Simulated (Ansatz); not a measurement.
Band structure of Ca2GaCu2 (Immm, 5 atoms in the cell).

```
CELL_PARAMETERS angstrom
     -2.18686     2.72865     4.58024
      2.18686    -2.72865     4.58024
      2.18686     2.72865    -4.58024
ATOMIC_POSITIONS crystal
  Ca 0.30549 0.80549 0.50000
  Ca 0.69451 0.19451 0.50000
  Ga 0.00000 0.00000 0.00000
  Cu 0.74647 0.50000 0.24647
  Cu 0.25353 0.50000 0.75353
```

Computed with PBEsol, default PAW files made with PBE (plane waves; Ansatz, a quantum-chemistry and plane-wave program).

Settings: basis.ecutwfc = 420 eV; kpoints.mp_grid.grid = 5 5 5; hamiltonian.xc = pbesol; hamiltonian.pseudopotentials = {kind: paw} (the program's default PAW files); scf.occupations.method = fermi_dirac; scf.occupations.width = 0.1 eV; kpoints.band_path.npoints = 8.

The starting cell comes from a database of computed structures (which also holds hypothetical and non-ambient phases and stackings), without a prior relaxation at this level. Its lattice was rescaled by a random factor within 2.5 % of one. Spin polarisation is off.

Levels in eV from the Fermi level, bands 33 to 40:
| point | 33 | 34 | 35 | 36 | 37 | 38 | 39 | 40 |
|---|---|---|---|---|---|---|---|---|
| Γ | -1.32 | -0.78 | -0.58 | -0.37 | 0.33 | 1.04 | 1.51 | 1.62 |
| X | -2.43 | -1.74 | -0.70 | -0.69 | 0.56 | 1.18 | 1.40 | 1.83 |
| L | -2.53 | -2.37 | -1.26 | -0.85 | 0.91 | 1.47 | 1.75 | 2.21 |
| T | -2.75 | -2.38 | -1.75 | -0.28 | 0.05 | 1.37 | 1.96 | 2.26 |
| W | -2.75 | -2.38 | -2.05 | 0.04 | 0.60 | 0.74 | 1.74 | 2.54 |
| R | -2.43 | -0.77 | -0.55 | -0.17 | -0.12 | 0.28 | 1.06 | 1.52 |
| X1 | -2.43 | -1.74 | -0.70 | -0.69 | 0.56 | 1.18 | 1.40 | 1.83 |
| Z | -2.42 | -2.10 | -0.66 | 0.18 | 1.10 | 2.07 | 2.43 | 2.68 |
| Y | -2.65 | -2.22 | 0.39 | 0.50 | 1.15 | 1.87 | 2.32 | 2.48 |
| S | -2.87 | -0.86 | -0.63 | 0.46 | 1.42 | 1.75 | 2.04 | 2.06 |

Bands cross the Fermi level along this path, so the cell is metallic at this level.

Keys are those of Ansatz 0.2.
